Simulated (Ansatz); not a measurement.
**InP: biaxial strain +0.48 %, plane normal [111], relaxed out of plane**

Base system: InP in the zinc blende structure (space group F-43m, No. 216; a = 5.907 Å). Axes: x, y, z lie along the cube axes.

Perturbation: tensile biaxial strain of 0.48 % in the plane normal to [111], as in epitaxy on a mismatched substrate; the out-of-plane cell vector and the atoms relax.

Level of theory: r2SCAN (Ansatz, an electronic-structure program, PAW, without spin-orbit coupling), earlier PAW set. k-mesh 10×10×10 (Γ-centred); smearing 0.05 eV (Fermi–Dirac).

```json
[
 {"quantity": "volume per atom", "base": "25.77 Å³", "changed": "25.95 Å³", "shift": "+0.18 Å³"},
 {"quantity": "space group", "base": "F-43m (No. 216)", "changed": "R3m (No. 160)", "shift": "–"},
 {"quantity": "shortest interatomic distance", "base": "2.558 Å", "changed": "2.559 Å", "shift": "+0.0015 Å"},
 {"quantity": "energy relative to the base (free energy F)", "base": "0 meV/atom", "changed": "+0.5 meV/atom", "shift": "+0.5 meV/atom"},
 {"quantity": "band gap", "base": "1.02 eV", "changed": "0.95 eV", "shift": "-0.07 eV"},
 {"quantity": "gap character", "base": "direct at Γ", "changed": "direct at Γ", "shift": "–"},
 {"quantity": "electron mass", "base": "0.073 mₑ (at Γ)", "changed": "0.071 mₑ (at Γ)", "shift": "–"},
 {"quantity": "valence-band top at Γ (three highest levels, from the VBM)", "base": "0.00, 0.00, 0.00 eV", "changed": "0.00, -0.05, -0.05 eV", "shift": "–"},
 {"quantity": "valley order (the lowest conduction-band minima on the path, energy above the VBM, named in the base's zone)", "base": "Γ 1.02 eV; L along ⟨111⟩ 1.79 eV; X along ⟨100⟩ 2.04 eV", "changed": "Γ 0.95 eV; L along [111] 1.68 eV; L along [1-1-1] 1.77 eV; X along [001] 2.02 eV", "shift": "–"},
 {"quantity": "out-of-plane strain", "base": "–", "changed": "-0.27 %", "shift": "–"},
 {"quantity": "mean in-plane stress (compression positive)", "base": "–", "changed": "-0.7 GPa", "shift": "–"}
]
```

Final structure (turned so that z lies along the plane normal):

```
InP
1.0
    4.19715     0.00000     0.00000
    2.09858     3.63484     0.00000
    2.09858    -1.21161     3.40148
P In
1 1
Direct
  0.50082   0.74959   0.24877
  0.99918   0.00041   0.00123
```

Cost of the whole job for the changed cell (relaxation, final SCF and bands): roughly 2.3 core-minutes.

Masses are band curvatures over ±0.01 Å⁻¹ around the edge. Stability against distortions was not tested. Labels are those of the standard path for the cell's own space group.
